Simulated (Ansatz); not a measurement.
Consider ZrB2 (space group P6/mmm, No. 191; a = 3.171 Å, c = 3.541 Å).

The values are results of PBE in Ansatz (plane waves to 420 eV, PAW, scalar-relativistic without spin-orbit coupling), not measurements.

For the base:

The volume per atom is 10.28 Å³ and the c/a ratio is 1.117.

Now apply this change: a hydrostatic pressure of 30 GPa.

### Question
Predict the new volume per atom and c/a ratio.

### Answer
The volume per atom drops by 1.006 Å³, from 10.28 Å³ to 9.28 Å³; the c/a ratio drops by 0.006 (1.117 → 1.111).

Load acts through the strain it causes; cell and atoms are relaxed under it. Stability against distortions was not tested. No other phases were tried under pressure. All final runs are without spin polarisation.

Ansatz is an electronic-structure program.
